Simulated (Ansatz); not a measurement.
Consider BP in the zinc blende structure (space group F-43m, No. 216; a = 4.520 Å). Axes: x, y, z lie along the cube axes.

Perturbation: the cell is compressed by 0.89 % along y with no lateral relaxation; the atoms relax in the strained cell.

Levels (all Ansatz, a quantum-chemistry and plane-wave program, PAW): PBEsol (420 eV, spin-orbit coupling left out); r2SCAN (500 eV, no SOC); HSE06 (420 eV, scalar-relativistic without spin-orbit coupling).

At the geometry relaxed with PBEsol, these levels gave the following band gaps, in shuffled order: (a) 1.79 eV, (b) 0.97 eV, (c) 1.24 eV.

Q: Match each gap to its level.

A: (a) HSE06; (b) PBEsol; (c) r2SCAN.

Single points use the geometry relaxed with PBEsol. HSE06 gaps are upper bounds (no full band path). Whether these cells are dynamically stable was not tested.
